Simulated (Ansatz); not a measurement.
Data:

```yaml
crystal:
  lattice:
    - [3.89610, 0.00853, 0.00000]
    - [0.00853, 3.89610, 0.00000]
    - [0.00000, 0.00000, 3.88817]
  atoms:
    - { symbol: Sr, position: [0.00000, 0.00000, 0.00000] }
    - { symbol: Ti, position: [0.50000, 0.50000, 0.50000] }
    - { symbol: O, position: [0.50000, 0.00000, 0.50000] }
    - { symbol: O, position: [0.00000, 0.50000, 0.50000] }
    - { symbol: O, position: [0.50000, 0.50000, 0.00000] }
```

These are PBEsol with spin-orbit coupling, rigid bands (plane waves, PAW; Ansatz, a quantum-chemistry and plane-wave program) values and carry that method's errors. Condition of this run: uniaxial stress along [110] of -1 GPa (compression positive) (the target of the relaxation). Geometry: cell and atoms relaxed with PBEsol, then loaded as said.

### Question
What conductivity effective mass do dilute holes have at 300 K?

### Answer
1.91 (x), 1.91 (y), 1.77 (z) mₑ.

### Question
Predict the electron conductivity mass (n e² τ/σ) at 300 K, by direction if it differs.

### Answer
0.65 (x), 0.65 (y), 0.68 (z) mₑ.

### Question
And the band gap?

### Answer
1.83 eV at this level; semilocal functionals usually fall short of the measured gap.

Rigid bands, one relaxation time for all states, no polarons.
